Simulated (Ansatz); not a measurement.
LiF (model structure, started from the NiAs type, P6₃/mmc, No. 194, 4 atoms in the cell)

These are PBEsol in Ansatz (PAW) values and carry that method's errors.

Settings: plane-wave cutoff 520 eV, 12×12×8 k mesh (along the axes of the cell as run), Fermi–Dirac smearing 0.01 eV, scalar-relativistic PAW data made under PBE.

Cell (relaxed at this level):

```yaml
crystal:
  lattice:
    - [2.78650, 0.00000, 0.00000]
    - [-1.39325, 2.41318, 0.00000]
    - [0.00000, 0.00000, 4.81014]
  atoms:
    - { symbol: Li, position: [0.00000, 0.00000, 0.00000] }
    - { symbol: Li, position: [0.00000, 0.00000, 0.50000] }
    - { symbol: F, position: [0.33333, 0.66667, 0.25000] }
    - { symbol: F, position: [0.66667, 0.33333, 0.75000] }
```

```
Quantity            Result
--------  ----------------
band gap  8.91 eV (direct)
```

Note: the relaxation could raise the start's symmetry but not lower it, so the cell can be a saddle point.

Static lattice: no zero-point or thermal effects.

A model structure was made by putting elements into a prototype or built by hand; it is no filed structure, need not be a known phase, and can be a saddle point held by its symmetry.

Ansatz is a first-principles code.
